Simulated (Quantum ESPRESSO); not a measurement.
Worked example: self-consistent single point of the (100) slab of Ba2H3I (cut from a parent of space group no. 164; 6 atoms in the cell) in Quantum ESPRESSO.

Computed with LDA (PZ), GBRV 1.5 ultrasoft (LDA) pseudopotentials (plane waves; Quantum ESPRESSO 7.5).

```xyz
6
Lattice="4.5137 0.0000 0.0000 0.0000 8.0790 0.0000 0.0000 0.0000 16.6060" Properties=species:S:1:pos:R:3 pbc="T T T"
Ba     1.1284     5.5318     7.0000
Ba     1.1284     2.5471     9.6060
H      1.1284     2.8769     7.0000
H      1.1284     5.2020     9.6060
H      3.3853     4.0395     8.3030
I      3.3853     0.0000     8.3030
```

Reference input (self-consistent single point, DFT, LDA (PZ), plane waves, GBRV 1.5 ultrasoft (LDA) pseudopotentials): ecutwfc = 40 Ry; ecutrho = 200 Ry; occupations = smearing; smearing = fd; degauss = 0.0036749 Ry; potentials = {Ba: ba_lda_v1.uspp.F.UPF, H: h_lda_v1.4.uspp.F.UPF, I: i_lda_v1.uspp.F.UPF}; K_POINTS = automatic 3 2 1 0 0 0; conv_thr = 1e-10 Ry; mixing_beta = 0.4. This run's input differs from it in these lines:

```diff
@@ -12,4 +12,4 @@
   ntyp = 3
-  ecutwfc = 40
-  ecutrho = 200
+  ecutwfc = 80
+  ecutrho = 400
   occupations = 'smearing'
```

The program printed (abridged):

```
     Self-consistent Calculation

     iteration #  1     ecut=    80.00 Ry     beta= 0.40

     negative rho (up, down):  1.933E-01 0.000E+00

     total energy              =    -208.84551218 Ry
     estimated scf accuracy    <       0.71021281 Ry

     iteration #  2     ecut=    80.00 Ry     beta= 0.40

     negative rho (up, down):  1.878E-01 0.000E+00

     total energy              =    -208.90929269 Ry
     estimated scf accuracy    <       0.06199762 Ry

     iteration #  3     ecut=    80.00 Ry     beta= 0.40

     negative rho (up, down):  1.833E-01 0.000E+00

     total energy              =    -208.92130053 Ry
     estimated scf accuracy    <       0.01312657 Ry

   [... 8 blocks of this kind left out ...]

     iteration # 12     ecut=    80.00 Ry     beta= 0.40

     negative rho (up, down):  1.804E-01 0.000E+00

     total energy              =    -208.92535875 Ry
     estimated scf accuracy    <          2.8E-10 Ry

     iteration # 13     ecut=    80.00 Ry     beta= 0.40

     negative rho (up, down):  1.804E-01 0.000E+00
     End of self-consistent calculation

     the Fermi energy is    -0.6336 ev

!    total energy              =    -208.92535875 Ry
     estimated scf accuracy    <          1.3E-11 Ry
     smearing contrib. (-TS)   =      -0.00002155 Ry
     internal energy E=F+TS    =    -208.92533720 Ry

     convergence has been achieved in  13 iterations

     negative rho (up, down):  1.804E-01 0.000E+00

     Forces acting on atoms (cartesian axes, Ry/au):

     atom    1 type  1   force =     0.00000000   -0.03140716    0.07650238
     atom    2 type  1   force =     0.00000000    0.03140716   -0.07650238
     atom    3 type  2   force =     0.00000000    0.01932685    0.01672024
     atom    4 type  2   force =     0.00000000   -0.01932685   -0.01672024
     atom    5 type  2   force =     0.00000000    0.00000000    0.00000000
   [... lines left out ...]
     Total force =     0.122410     Total SCF correction =     0.000009
   [... lines left out ...]

     negative rho (up, down):  1.804E-01 0.000E+00
          total   stress  (Ry/bohr**3)                   (kbar)     P=      -13.91
  -0.00003062   0.00000000   0.00000000           -4.50        0.00        0.00
   0.00000000  -0.00014052   0.00001456            0.00      -20.67        2.14
   0.00000000   0.00001456  -0.00011260            0.00        2.14      -16.56

   JOB DONE.
```

The run converged in 13 iterations. Against the reference run the free energy goes down by 1.7 meV/atom, the largest force stays at 2.126 eV/Å and the gap on the mesh stays at 0.681 eV.

The starting cell comes from a database of computed structures (which also holds hypothetical and non-ambient phases and stackings), without a prior relaxation at this level. The slab is cut from that crystal, and its faces are unrelaxed. Its lattice was rescaled by up to half a per cent. Spin-orbit coupling is off. Spin polarisation is off, though cut faces can carry moments; a gap of a slab can lie between surface states. Forces in this geometry exceed 1 eV/Å.

Cost on one core of a shared machine: roughly 5 min.
